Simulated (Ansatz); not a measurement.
Take GaSb in the zinc blende structure (space group F-43m, No. 216; a = 6.049 Å) as the base. Axes: x, y, z lie along the cube axes.

Calculations: Ansatz (a program for electronic structure), LDA, PAW, cutoff 420 eV, no spin-orbit coupling.

Before the change:

| Quantity | Result |
|---|---|
| Shortest interatomic distance | 2.619 Å |

Perturbation: tensor shear ε_xy = +2.00 % (engineering shear γ = 0.0400), atoms relaxed at fixed cell.

### Question
How does this affect the largest internal atomic displacement?

### Answer
The largest internal atomic displacement amounts to 0.018 Å.

### Question
How does this affect the shortest interatomic distance?

### Answer
The shortest interatomic distance decreases by 0.013 Å to 2.606 Å.

### Question
How does this affect the energy relative to the base?

### Answer
The energy rises by 5.8 meV/atom.

The cells carry an imposed strain or load. Stability against distortions was not tested.
